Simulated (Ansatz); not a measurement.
The starting structures come from a database of crystals and need not be the phases stable at ambient conditions.

By PBEsol, the system below comes out a metal.

Crystal: LaCu2 (P6/mmm, not sure to be the ambient phase, 3 atoms a cell, 20.6 Å³ an atom, -3 GPa at this level); planes in its conventional cell.

Level of theory: PBEsol (plane waves, PAW; Ansatz, a quantum-chemistry and plane-wave program).

Ballistic conductance counts the channels of both spins, as a mean over 0.1 eV about the Fermi level; spin-orbit coupling is left out.

```json
[
 {"plane": "(001)", "area (Å²)": "16.0", "G/A (10¹⁵ S/m²)": "0.50"},
 {"plane": "(100)", "area (Å²)": "16.6", "G/A (10¹⁵ S/m²)": "(withheld)"}
]
```

Task: Complete the blanks.

Result: 
- (100), G/A (10¹⁵ S/m²): 0.70
